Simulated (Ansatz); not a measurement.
**Y in the hcp (Mg type) structure (space group P6_3/mmc, No. 194)**

```
Y
1.0
    3.65564     0.00000     0.00000
   -1.82782     3.16588     0.00000
    0.00000     0.00000     5.67870
Y
2
Direct
  0.66667   0.33333   0.75000
  0.33333   0.66667   0.25000
```

Level of theory: Ansatz (a first-principles code) PBE, without spin-orbit coupling. k-mesh 15×15×8 (Γ-centred); smearing 0.05 eV (Fermi–Dirac).

Volume per atom: 32.86 Å³
Density: 4.49 g/cm³
Band gap: zero
Total energy: -3848.669 eV/atom (σ→0; compares only within this code and set-up)

No phonon test of stability was made. All final runs are without spin polarisation.
